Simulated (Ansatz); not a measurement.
The parent structure is MgO in the rock salt structure (space group Fm-3m, No. 225; a = 4.214 Å). Axes: x, y, z lie along the cube axes.

Structures relaxed with plane-wave PAW DFT at the PBEsol level (Ansatz, a quantum-chemistry and plane-wave program, 420 eV), no spin-orbit coupling.

Base:

Simulated powder pattern, Cu Kα1, λ = 1.54056 Å (kinematic, ideal powder, no thermal factors, no anomalous dispersion; the 10 strongest lines at most, above 2 %, up to 2θ = 90°):

| 2θ (°) | I/Imax (%) | hkl |
|---|---|---|
| 36.91 | 10 | (111) |
| 42.89 | 100 | (200) |
| 62.26 | 56 | (220) |
| 74.64 | 6.9 | (311) |
| 78.57 | 17 | (222) |

The change: biaxial strain −2.08 %, plane normal [111], relaxed out of plane (Cartesian); in-plane vectors clamped, the third vector and the atoms free.

After the change:

Simulated powder pattern, Cu Kα1, λ = 1.54056 Å (kinematic, ideal powder, no thermal factors, no anomalous dispersion; the 10 strongest lines at most, above 2 %, up to 2θ = 90°):

| 2θ (°) | I/Imax (%) | hkl |
|---|---|---|
| 36.64 | 2.7 | (111) |
| 37.61 | 7.8 | (1 1 -1) |
| 43.42 | 100 | (200) |
| 62.43 | 29 | (220) |
| 63.74 | 27 | (2 0 -2) |
| 75.82 | 3.5 | (3 1 -1) |
| 77.90 | 4.4 | (222) |
| 80.28 | 12 | (2 2 -2) |

The indices refer to the base's conventional cell; one index is shown for lines that coincide. The space group is now R-3m (No. 166).

Whether these cells are dynamically stable was not tested.
